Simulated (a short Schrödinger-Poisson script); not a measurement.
System: symmetric double-gate stack, SiO2 on p-type Si(100), at 300 K.

| layer | material | thickness (nm) | Na (cm⁻³) |
|---|---|---|---|
| 1 | SiO2 | 1.4 | - |
| 2 | Si | 8 | 4e17 |
| 3 | SiO2 | 1.4 | - |

The device is made up for the run: typed textbook-type constants, with dimensions and the other settings drawn at random. SiO2: permittivity 3.9, conduction-band edge (eV) 3.15, gap (eV) 9, electron mass (mₑ) 0.5. Si: permittivity 11.7, conduction-band edge (eV) 0, gap (eV) 1.124, Nv at 300 K (cm⁻³) 3.1e19.

Channel valleys (confinement mass, in-plane density-of-states mass, number): Δ2 0.916, 0.19, 2; Δ4 0.19, 0.417, 4. At the gates, both at one voltage, the conduction-band edge of layer 1 lies 3.29 eV − eVg above the Fermi level of the channel. Gaps are held at their typed values at every temperature. Mesh 0.03 nm at interfaces.

From a short Schrödinger-Poisson script (our own, NumPy): 1D Poisson equation in equilibrium, electrons classical, Fermi-Dirac, parabolic valleys, classical holes, full ionisation, no traps, pinning or gate leakage.

The same stack at other levels of the model or other numerical settings:

```csv
run,sheet density of all electrons at Vg = 0.85 V (cm⁻²),sheet density of all electrons at Vg = 0.25 V (cm⁻²),capacitance of both gates at Vg = 0.85 V (μF/cm²),gate voltage at 1e11 electrons/cm² (V),rough cost against the base
base,1.87e13,3.57e12,4.26,0.02,about 1
"electrons treated as classical, Boltzmann",1.96e13,3.63e12,4.55,0.02,0.3
"electrons treated as quantum, Hartree",1.55e13,2.73e12,3.70,0.04,8
mesh six times as coarse,1.84e13,3.52e12,4.19,0.02,0.5
```

The classical rows ignore confinement, and Boltzmann statistics overrate the density once the band edge passes the Fermi level.
